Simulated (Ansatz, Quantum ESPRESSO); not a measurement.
A Quantum ESPRESSO input for a relaxation of cell and atoms of Ag (Fm-3m, 1 atom in the cell) (DFT, PBE, plane waves, GBRV 1.5 ultrasoft (PBE) pseudopotentials):

```fortran
&control
    calculation = 'vc-relax',
    prefix = 'pwscf',
    outdir = './out',
    pseudo_dir = './',
/
&system
    ibrav = 0,
    nat = 1,
    ntyp = 1,
    ecutwfc = 40,
    ecutrho = 320,
    occupations = 'smearing',
    smearing = 'gaussian',
    degauss = 0.0073499,
/
&electrons
    conv_thr = 1.0d-10,
    mixing_beta = 0.7,
/
&ions
/
&cell
/
ATOMIC_SPECIES
Ag   107.8682  ag_pbe_v1.4.uspp.F.UPF
ATOMIC_POSITIONS crystal
Ag    0.000000000    0.000000000    0.000000000
K_POINTS automatic
14 14 14  0 0 0
CELL_PARAMETERS angstrom
   0.000000000     2.045000000     2.045000000
   2.045000000     0.000000000     2.045000000
   2.045000000     2.045000000     0.000000000
```

Question: Give the Ansatz (an electronic-structure program) input for the same structure, mesh, smearing and functional.

Answer: This is the input that was run; spellings and numerical settings could be chosen otherwise.

Ansatz 0.2 input:
```yaml
# Ag
crystal:
  lattice:
    - [0.000000, 2.045000, 2.045000]
    - [2.045000, 0.000000, 2.045000]
    - [2.045000, 2.045000, 0.000000]
  atoms:
    - { symbol: Ag, position: [0.000000, 0.000000, 0.000000] }
basis:
  ecutwfc: 420.0
kpoints:
  mp_grid:
    grid: [14, 14, 14]
hamiltonian:
  xc: pbe
  pseudopotentials:
    kind: paw
scf:
  occupations:
    method: gaussian
    width: 0.1
relax:
  cell: {}
output:
  forces: true
  eigenvalues: true
  stress: true
```

Basis settings and potentials, where a program has them, do not carry over. This input uses DFT, PBE, plane waves, default PAW files.

The starting cell has typed, rounded lattice constants, without a prior relaxation at this level.
